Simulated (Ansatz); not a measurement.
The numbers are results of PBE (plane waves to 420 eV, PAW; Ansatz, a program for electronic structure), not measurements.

Electrostatic potential energy of an electron, averaged over planes parallel to the surface, in eV from the Fermi level, for the (0001) surface of hcp Ru, one row in 2 of the top plane missing (bottom of the slab: a bare face, its two planes held):

(z (Å), V (eV)): (3.66, 5.04); (3.94, 5.03); (4.22, 5.03); (4.50, 5.03); (4.78, 5.02); (5.06, 5.01); (5.34, 4.98); (5.62, 4.93); (5.91, 4.81); (6.19, 4.58); (6.47, 4.11); (6.75, 3.15); (7.03, 1.18); (7.31, -3.41); (7.59, -13.39); (7.88, -23.92); (8.16, -27.92); (8.44, -22.58); (8.72, -11.72); (9.00, -3.20); (9.28, -1.85); (9.56, -7.20); (9.84, -18.13); (10.12, -26.86); (10.41, -27.35); (10.69, -19.28); (10.97, -8.24); (11.25, -2.24); (11.53, -3.09); (11.81, -11.05); (12.09, -22.04); (12.38, -28.11); (12.66, -24.98); (12.94, -14.86); (13.22, -4.95); (13.50, -1.77); (13.78, -5.06); (14.06, -15.03); (14.34, -25.08); (14.62, -28.06); (14.91, -21.88); (15.19, -10.88); (15.47, -2.99); (15.75, -2.12); (16.03, -7.94); (16.31, -18.93); (16.59, -27.21); (16.88, -27.04); (17.16, -18.62); (17.44, -7.97); (17.72, -3.08); (18.00, -5.33); (18.28, -9.73); (18.56, -11.78); (18.84, -9.50); (19.12, -4.33); (19.41, 0.27); (19.69, 2.24); (19.97, 3.09); (20.25, 3.51); (20.53, 3.72); (20.81, 3.82); (21.09, 3.88); (21.38, 3.91); (21.66, 3.92); (21.94, 3.93); (22.22, 3.93); (22.50, 3.93); (22.78, 3.94)

Model: 11-atom slab, 10.7 Å thick at the start with caps and adatoms (thin: gaps and levels are the slab's own), 16x8x1 mesh, Fermi-Dirac 0.1 eV, dipole correction, 4 atoms held, the rest relaxed; held to the start's symmetry, so lower structures may exist; no spin, no spin-orbit, no U. It is one candidate, not shown to be the stable structure of the face.

Problem. The surface cell has an area of 12.83 Å². What dipole along the normal does the step between the two vacuum levels imply?

Solution. the top vacuum level lies 1.10 eV below the bottom one; p = −ε₀ A ΔV (ε₀ = 0.005526 e/(V·Å)) gives 0.08 e·Å a cell.
